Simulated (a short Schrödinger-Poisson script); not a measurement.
# MOS inversion layer, Si3N4 on p-type Si(100)

Stack: MOS inversion layer, Si3N4 on p-type Si(100), at 300 K.

| layer | material | thickness (nm) | Na (cm⁻³) |
|---|---|---|---|
| 1 | Si3N4 | 3.2 | - |
| 2 | Si | 470 | 8.5e17 |

Constants are typed, rounded textbook-type inputs, not results; the design itself was drawn at random and stands for no fabricated device. Si3N4: permittivity 7.5, conduction-band edge (eV) 1.95, gap (eV) 5.1, electron mass (mₑ) 0.5. Si: permittivity 11.7, conduction-band edge (eV) 0, gap (eV) 1.124, Nv at 300 K (cm⁻³) 3.1e19.

Channel valleys (confinement mass, in-plane density-of-states mass, number): Δ2 0.916, 0.19, 2; Δ4 0.19, 0.417, 4. At the gate the conduction-band edge of layer 1 lies 2.1 eV − eVg above the Fermi level of the channel; the field vanishes at the back. Gaps are held at their typed values at every temperature. Mesh 0.03 nm at interfaces.

Solved with a short Schrödinger-Poisson script written for these runs: 1D Poisson equation in equilibrium, electrons quantum, Hartree (BenDaniel-Duke, 12 states a valley, the channel's in-plane mass for all, wave functions free to enter the dielectric), parabolic valleys, classical holes, full ionisation, no traps, pinning or gate leakage.

| Vg (V) | electrons (cm⁻²) | C (μF/cm²) | Δ2 E0 (meV) | Δ2 E1 (meV) | Δ4 E0 (meV) | Δ4 E1 (meV) |
|---|---|---|---|---|---|---|
| 0.1 | 5.39e6 | 0.269 | 364.0 | 435.7 | 414.0 | 531.7 |
| 0.2 | 1.33e8 | 0.257 | 280.3 | 355.0 | 332.1 | 455.2 |
| 0.3 | 3.37e9 | 0.260 | 196.0 | 273.6 | 249.5 | 377.5 |
| 0.4 | 7.19e10 | 0.502 | 116.2 | 196.5 | 171.2 | 303.9 |
| 0.5 | 5.05e11 | 1.12 | 64.4 | 148.0 | 121.5 | 257.8 |
| 0.6 | 1.27e12 | 1.41 | 38.5 | 125.9 | 97.8 | 237.3 |
| 0.7 | 2.18e12 | 1.53 | 22.5 | 113.6 | 84.1 | 226.3 |
| 0.8 | 3.14e12 | 1.59 | 10.7 | 105.6 | 74.5 | 219.4 |
| 0.9 | 4.14e12 | 1.63 | 1.2 | 99.7 | 67.1 | 214.4 |
| 1 | 5.17e12 | 1.66 | -6.9 | 95.3 | 61.1 | 210.8 |
| 1.1 | 6.21e12 | 1.68 | -14.1 | 91.6 | 55.9 | 207.9 |

Subbands count from the Fermi level.
